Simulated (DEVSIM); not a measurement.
Structure: Schottky contact on n-type Si, at 300 K.

Layer 1 from the left is Si, thickness (μm) 7.10, Nd (cm⁻³) 1.6e16, τn (s) 0.00073, τp (s) 0.00073.

Left contact: Schottky, work function 4.65 eV, emission velocity 1.6e6 cm/s. Right contact: ohmic. Voltage is applied to the left contact. Recombination: SRH at mid-gap, Auger. Mobility is constant in doping.

The device is made up for the run: typed textbook-type constants, with dimensions and the other settings drawn at random. Values at 300 K.

Si: gap (eV) 1.124, affinity (eV) 4.05, permittivity 11.7, Nc (cm⁻³) 2.86e19, Nv (cm⁻³) 3.1e19, μn (cm²/Vs) 1417, μp (cm²/Vs) 470, Cn (cm⁶/s) 2.8e-31, Cp (cm⁶/s) 9.9e-32.

Simulated with DEVSIM: 1D drift-diffusion, Boltzmann statistics, complete ionisation; no tunnelling, impact ionisation, image-force lowering or self-heating. Metal contacts follow the ideal Schottky-Mott rule: no Fermi-level pinning, no interface dipoles.

Dark forward current:

```tsv
|V| (V)	|J| (A/cm²)
0.05	0.003510
0.10	0.02771
0.15	0.1942
0.20	1.329
0.25	8.629
0.30	44.87
0.35	144.5
0.40	302.0
0.45	492.6
0.50	701.6
0.55	921.5
0.60	1149
0.65	1381
0.70	1616
0.75	1854
0.80	2095
```

**Question.** Work out the local ideality factor n = ΔV / (kT/q · ln(J2/J1)) between the rows 0.15 and 0.20 V, 0.75 and 0.80 V.

**Answer.** kT/q = 25.85 mV. From 0.15 to 0.20 V: ln(1.329/0.1942) = 1.923, n = 1.01, near the 1 of diffusion or emission over a barrier. From 0.75 to 0.80 V: ln(2095/1854) = 0.122, n = 15.83; the layers' resistance at their doping, Σ W/(qμN) = 0.00020 Ω cm², would take 47 mV of this step of 50 mV.

**Question.** Estimate the current at 0.20 V for emission alone, J0 = q v N_band exp(−φB/kT), and read the barrier back from the simulated current.

**Answer.** φB = 0.600 eV, N_band = 2.86e19 cm⁻³, J0 = 0.000609 A/cm²; J = J0 (exp(qV/kT) − 1) = 1.40 A/cm². The simulation gives 1.33 A/cm²; the estimate lies 5.0 % above. Read backwards, the simulated current gives an apparent barrier of 0.601 eV. The estimate leaves out transport through the depletion region and minority injection.
